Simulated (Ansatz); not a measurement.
Worked example: self-consistent single point of KPbBr3 (P6_3/mmc, 10 atoms in the cell) in Ansatz (a program for electronic structure).

Computed with LDA (PW92), default PAW files made with PBE (plane waves; Ansatz).

The change in words: lattice scaled by 0.97. Reference geometry:
```yaml
crystal:
  lattice:
    - [8.70904, 0.00000, 0.00000]
    - [-4.35452, 7.54225, 0.00000]
    - [0.00000, 0.00000, 7.44058]
  atoms:
    - { symbol: K, position: [0.33333, 0.66667, 0.75000] }
    - { symbol: K, position: [0.66667, 0.33333, 0.25000] }
    - { symbol: Pb, position: [0.00000, 0.00000, 0.00000] }
    - { symbol: Pb, position: [0.00000, 0.00000, 0.50000] }
    - { symbol: Br, position: [0.14620, 0.29240, 0.25000] }
    - { symbol: Br, position: [0.70760, 0.85380, 0.25000] }
    - { symbol: Br, position: [0.14620, 0.85380, 0.25000] }
    - { symbol: Br, position: [0.85380, 0.70760, 0.75000] }
    - { symbol: Br, position: [0.29240, 0.14620, 0.75000] }
    - { symbol: Br, position: [0.85380, 0.14620, 0.75000] }
```

Reference input (self-consistent single point, DFT, LDA (PW92), plane waves, default PAW files made with PBE): basis.ecutwfc = 420 eV; kpoints.mp_grid.grid = 3 3 3; hamiltonian.xc = lda; hamiltonian.pseudopotentials = {kind: paw} (the program's default PAW files); scf.occupations.method = cold; scf.occupations.width = 0.2 eV. This run's input differs from it in these lines:

```diff
@@ -3,5 +3,5 @@
   lattice:
-    - [8.70904200, 0.00000000, 0.00000000]
-    - [-4.35452100, 7.54225200, 0.00000000]
-    - [0.00000000, 0.00000000, 7.44058500]
+    - [8.44777100, 0.00000000, 0.00000000]
+    - [-4.22388500, 7.31598400, 0.00000000]
+    - [0.00000000, 0.00000000, 7.21736700]
   atoms:
```

Log, with long lists cut:

```
SCF iter   1: F=—  HF=-42369.487281 eV  |F-HF|=—  |Δ(HF+E_count)|=         —  Δρ=4.03e-3  dr2=7.44e-2  ethr=1.77e-3  ⟨swp⟩=10.3  Hψ=1526  notcnv=0
all-band conjugate gradients solve this SCF's bands
preconditioner: auto → Resta (q_TF=auto, 2.082 Å⁻¹)
SCF iter   2: F=—  HF=-42369.475360 eV  |F-HF|=—  |Δ(HF+E_count)|=   1.19e-2  S|Δr|=    0.00e0  Δρ=2.01e-3  dr2=1.67e-2  ethr=8.46e-5  ⟨swp⟩=2.5  Hψ=608  notcnv=0
   [... lines left out ...]
SCF iter   5: F=—  HF=-42369.472109 eV  |F-HF|=—  |Δ(HF+E_count)|=   4.33e-4  S|Δr|=    0.00e0  Δρ=2.46e-5  dr2=4.94e-6  ethr=4.60e-8  ⟨swp⟩=2.0  Hψ=549  notcnv=0
SCF iter   6: F=—  HF=-42369.472112 eV  |F-HF|=—  |Δ(HF+E_count)|=   3.83e-6  S|Δr|=    0.00e0  Δρ=4.44e-6  dr2=1.91e-7  ethr=5.62e-9  ⟨swp⟩=2.0  Hψ=468  notcnv=0
SCF iter   7: F=-42369.472112 eV  HF=-42369.472112 eV  |F-HF|=4.87e-10  |Δ(HF+E_count)|=   4.74e-8  S|Δr|=    0.00e0  Δρ=1.36e-6  dr2=1.26e-8  ethr=1.14e-10  ⟨swp⟩=14.8  Hψ=1813  notcnv=0
SCF 1 converged in 7 iterations: F = -42369.472112 eV  dr2 = 1.26e-8
Stability not checked (fill_not_monotonic)
Free energy (F): -42369.472112 eV
Internal energy: -42369.472112 eV  (E = F + TS)
E sigma→0 (E₀):  -42369.472112 eV
Fermi energy:    3.187487 eV
--- Forces (eV/Å), atoms counted from 1 ---
  atom   1  K     -0.00000000     0.00000000     0.00000000
  atom   2  K      0.00000000    -0.00000000    -0.00000000
  atom   3  Pb     0.00000000     0.00000000     0.00000000
  atom   4  Pb    -0.00000000     0.00000000     0.00000000
  atom   5  Br     0.00000006     1.69031855     0.00000000
   [... lines left out ...]
  atom  10  Br    -1.46385878     0.84515933     0.00000000
--- Stress (GPa, compression-positive) ---
        2.042087       0.000000       0.000000
        0.000000       2.042087       0.000000
        0.000000       0.000000       3.765214
  P = ⅓ Tr σ = 2.6165 GPa (26.165 kbar)
  The stress holds the Pulay correction. Without it, at fixed plane waves, as pw.x and ABINIT print it: P = 2.6010 GPa
```

The run converged in 7 iterations. Against the reference run the free energy goes up by 39.3 meV/atom, the pressure goes from 0.50 to 2.62 GPa, the largest force goes from 0.869 to 1.690 eV/Å and the gap on the mesh goes from 2.665 to 2.397 eV.

The starting cell was generated: these elements placed on a structure prototype, without a prior relaxation; it need not be a known phase or ordering of this composition. For this run, on top of that: lattice scaled by 0.97. Spin-orbit coupling is off. Forces in this geometry exceed 1 eV/Å. Ansatz's pressure includes its estimate of the finite-basis (Pulay) stress.

Keys are those of Ansatz 0.2.
